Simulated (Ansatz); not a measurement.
## TaTe (model structure, Fm-3m, No. 225, 2 atoms in the cell): properties by level of theory

```json
[
 {"level (code)": "LDA (Ansatz)", "equilibrium lattice constant a (Å)": "(withheld)", "cohesive energy (eV/atom)": "5.69"},
 {"level (code)": "PBEsol (Ansatz)", "equilibrium lattice constant a (Å)": "(withheld)", "cohesive energy (eV/atom)": "(withheld)"},
 {"level (code)": "PBE-D3(BJ) (Ansatz)", "equilibrium lattice constant a (Å)": "(withheld)", "cohesive energy (eV/atom)": "5.06"},
 {"level (code)": "r²SCAN+rVV10 (Ansatz)", "equilibrium lattice constant a (Å)": "5.647", "cohesive energy (eV/atom)": "(withheld)"}
]
```

Q: Some entries are withheld; supply them.

A: 
- LDA (Ansatz, a first-principles code), equilibrium lattice constant a (Å): 5.583
- PBEsol (Ansatz), equilibrium lattice constant a (Å): 5.623
- PBEsol (Ansatz), cohesive energy (eV/atom): 5.13
- PBE-D3(BJ) (Ansatz), equilibrium lattice constant a (Å): 5.628
- r²SCAN+rVV10 (Ansatz), cohesive energy (eV/atom): 4.62

Ansatz's density-functional and Hartree–Fock values are scalar-relativistic unless marked +SOC, with PAW data made under PBE.

Free atoms are spin-polarised, in the lowest state found; at levels without +SOC their spin–orbit coupling is left out.

A model structure was made by putting elements into a prototype or built by hand; it is no filed structure, need not be a known phase, and can be a saddle point held by its symmetry.
